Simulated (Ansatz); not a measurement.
Worked example: self-consistent single point of N2 (Pa-3, 8 atoms in the cell) in Ansatz (a first-principles code)

Method of the run: PBE (plane waves, PAW; Ansatz).

The input file:

Ansatz 0.2 input:
```yaml
crystal:
  lattice:
    - [5.678250, 0.000000, 0.000000]
    - [0.000000, 5.678250, 0.000000]
    - [0.000000, 0.000000, 5.678250]
  atoms:
    - { symbol: N, position: [0.944000, 0.556000, 0.444000] }
    - { symbol: N, position: [0.444000, 0.944000, 0.556000] }
    - { symbol: N, position: [0.944000, 0.944000, 0.944000] }
    - { symbol: N, position: [0.056000, 0.056000, 0.056000] }
    - { symbol: N, position: [0.556000, 0.444000, 0.944000] }
    - { symbol: N, position: [0.556000, 0.056000, 0.444000] }
    - { symbol: N, position: [0.444000, 0.556000, 0.056000] }
    - { symbol: N, position: [0.056000, 0.444000, 0.556000] }
basis:
  ecutwfc: 420.0
kpoints:
  mp_grid: { grid: [5, 5, 5] }
hamiltonian:
  xc: pbe
  pseudopotentials: { kind: paw }
scf:
  occupations: { method: fermi_dirac, width: 0.02 }
output:
  forces: true
  eigenvalues: true
  stress: true
```

Output, abridged:

```
WARN ansatz: RAYON_NUM_THREADS=1 ignored (pool sized by the plan → 1); use --threads N
Pseudopotentials: kind: paw
Pseudopotential: N, paw, valence charge 5
Crystal: 8 atoms, lattice volume = 183.081 Å³
Basis set: ecut = 420 eV, 3695 PW (Γ), exchange–correlation on 80×80×80 points (8 copies of the dense FFT grid, shifted against one another)
Bands: 28, of which v1, the nominal top of the filled ones, is band 20 counted from 1 (19 counted from 0)
Symmetry: 24 space group operations
Space group: Pa-3 (ITA 205), of the structure as read, at distance tolerance 5.7e-5 Å
k-points: 11 of 125
Initial density: superposition of atomic densities (neutral atoms: chi_scale 0, normalization atom), corrected by the library's trained network
Initial wavefunctions: pseudopotential atomic-orbital guess
Eigensolver: davidson
Functional: x = pbe(κ = 0.804, μ = 0.2195149727645171), c = pbe(β = 0.06672455060314922)
SCF iter   1: F=—  HF=-3072.127433 eV  |F-HF|=—  |Δ(HF+E_count)|=         —  Δρ=3.69e-3  dr2=2.39e-2  ethr=1.77e-3  ⟨swp⟩=5.9  Hψ=1359  notcnv=0
all-band conjugate gradients solve this SCF's bands
preconditioner: auto → Resta (q_TF=auto, 2.117 Å⁻¹)
SCF iter   2: F=—  HF=-3072.149332 eV  |F-HF|=—  |Δ(HF+E_count)|=   2.19e-2  Δρ=1.58e-3  dr2=3.93e-3  ethr=5.97e-5  ⟨swp⟩=2.3  Hψ=605  notcnv=0  defer=21
SCF iter   3: F=—  HF=-3072.150978 eV  |F-HF|=—  |Δ(HF+E_count)|=   1.65e-3  Δρ=4.79e-4  dr2=2.06e-4  ethr=9.83e-6  ⟨swp⟩=2.0  Hψ=530  notcnv=0  defer=21
SCF iter   4: F=—  HF=-3072.151108 eV  |F-HF|=—  |Δ(HF+E_count)|=   1.30e-4  Δρ=4.76e-5  dr2=3.17e-6  ethr=5.15e-7  ⟨swp⟩=2.0  Hψ=463  notcnv=0  defer=21
SCF iter   5: F=—  HF=-3072.151291 eV  |F-HF|=—  |Δ(HF+E_count)|=   1.83e-4  Δρ=1.12e-5  dr2=1.06e-7  ethr=7.93e-9  ⟨swp⟩=2.0  Hψ=463  notcnv=0  defer=21
SCF iter   6: F=-3072.151291 eV  HF=-3072.151291 eV  |F-HF|=7.62e-10  |Δ(HF+E_count)|=   2.50e-7  Δρ=1.51e-6  dr2=2.53e-9  ethr=2.50e-10  ⟨swp⟩=6.8  Hψ=1144  notcnv=0
SCF 1 converged in 6 iterations: F = -3072.151291 eV  dr2 = 2.53e-9
SCF converged after 6 iterations
Free energy (F): -3072.151291 eV
Harris-Foulkes:  -3072.151291 eV  (|F-HF|=7.62e-10)
Internal energy: -3072.151291 eV  (E = F + TS)
E sigma→0 (E₀):  -3072.151291 eV
Fermi energy:    -1.951515 eV
--- Per-component energies (eV) ---
  E_band       = -425.964652
  E_kinetic    = 1003.073505
  E_local      = -2997.583194  (includes V_loc(G=0)·N_el)
  E_nonlocal   = 384.010680
  E_hartree    = 960.746190
  E_xc         = -460.708787
  E_vxc        = -582.697951  (∫ρ·V_xc dr)
  E_paw        = -1018.751694  (= ΣΔE_a)
  E_vpaw       = -154.259706  (= ΣTr[D̂ρ^β])
  E_aug_tail   = 0.000677  (compensation charges beyond the density's cutoff)
  E_ewald      = -942.938669
  E_smearing   = -0.000000  (= −TS)
  E_closure    = 0.000000  (closes the sum)
  Σ components = -3072.151291   (vs F -3072.151291, Δ=0.00e0)
--- Forces (eV/Å), atoms counted from 1 ---
  atom   1  N      0.00470343    -0.00470343     0.00470343
  atom   2  N      0.00470343     0.00470343    -0.00470343
  atom   3  N      0.00470343     0.00470343     0.00470343
  atom   4  N     -0.00470343    -0.00470343    -0.00470343
  atom   5  N     -0.00470343     0.00470343     0.00470343
  atom   6  N     -0.00470343    -0.00470343     0.00470343
  atom   7  N      0.00470343    -0.00470343    -0.00470343
  atom   8  N     -0.00470343     0.00470343    -0.00470343
  max |Σ_I F_I| component: 4.34e-18 eV/Å
--- Stress (GPa, compression-positive) ---
        0.495001      -0.000000       0.000000
       -0.000000       0.495001       0.000000
        0.000000       0.000000       0.495001
  P = ⅓ Tr σ = 0.4950 GPa (4.950 kbar)
  The stress holds the Pulay correction. Without it, at fixed plane waves, as pw.x and ABINIT print it: P = 0.1104 GPa
--- Band table (eV; the first three rows and the last of 11) ---
  k-point 0: bands = ["-23.8143", "-23.7616", "-23.7616", "-23.7616", "-9.2248", "-9.2248", "-9.2248", "-9.0696", "-7.3558", "-7.3558", "-7.3558", "-7.1743", "-7.1743", "-7.0127", "-7.0127", "-7.0127", "-6.5361", "-5.7089", "-5.7089", "-5.7089", [...]
  k-point 1: bands = ["-23.8092", "-23.7665", "-23.7614", "-23.7614", "-9.2211", "-9.2201", "-9.2092", "-9.0837", "-7.3707", "-7.3490", "-7.3460", "-7.1990", "-7.1631", "-7.1096", "-7.0386", "-7.0316", "-6.3704", "-5.7497", "-5.7007", "-5.7002", [...]
  k-point 2: bands = ["-23.7959", "-23.7796", "-23.7613", "-23.7613", "-9.2144", "-9.2134", "-9.1693", "-9.1214", "-7.3896", "-7.3694", "-7.3130", "-7.2566", "-7.1592", "-7.1293", "-7.1028", "-7.0788", "-6.1000", "-5.8797", "-5.6877", "-5.6874", [...]
  k-point 10: bands = ["-23.7781", "-23.7730", "-23.7730", "-23.7730", "-9.2174", "-9.2174", "-9.2130", "-9.2028", "-7.3828", "-7.3426", "-7.3407", "-7.3407", "-7.0448", "-7.0448", "-7.0141", "-7.0141", "-5.9324", "-5.8698", "-5.8698", "-5.8622", [...]
```

The run converged in 6 iterations.

The starting cell has typed, rounded lattice constants, without a prior relaxation at this level. Its lattice was rescaled by up to half a per cent. Ansatz's pressure includes its estimate of the finite-basis (Pulay) stress.
